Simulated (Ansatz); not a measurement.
# ZrSi2: biaxial strain −1.21 %, plane normal [001], relaxed out of plane

Take ZrSi₂ (space group Cmcm, No. 63; a = 3.704 Å, b = 14.792 Å, c = 3.679 Å) as the base. Axes: x, y, z lie along a, b, c of the conventional cell.

It is then changed as follows: compressive biaxial strain of 1.21 % in the plane normal to [001], as in epitaxy on a mismatched substrate; the out-of-plane cell vector and the atoms relax.

Calculations: Ansatz (a program for electronic structure), PBE, PAW, cutoff 420 eV, without spin-orbit coupling. Settings: 13×13×13 k-points, 0.05 eV Fermi–Dirac smearing.

The volume per atom falls by 0.29 Å³, from 16.80 Å³ to 16.51 Å³ and the shortest interatomic distance grows by 0.003 Å, from 2.420 Å to 2.423 Å. The energy goes up by 3.8 meV/atom and the pressure (mean of the normal stresses, compression positive) goes from zero to 2.0 GPa. The band gap is still zero and the out-of-plane strain comes out as +0.69 % (rough).

Without a gap, meshes like the base's 13×13×13 leave anisotropic stresses uncertain by several tenths of a GPa, and small strain energies with them. No phonon test of stability was made. All final runs are without spin polarisation.
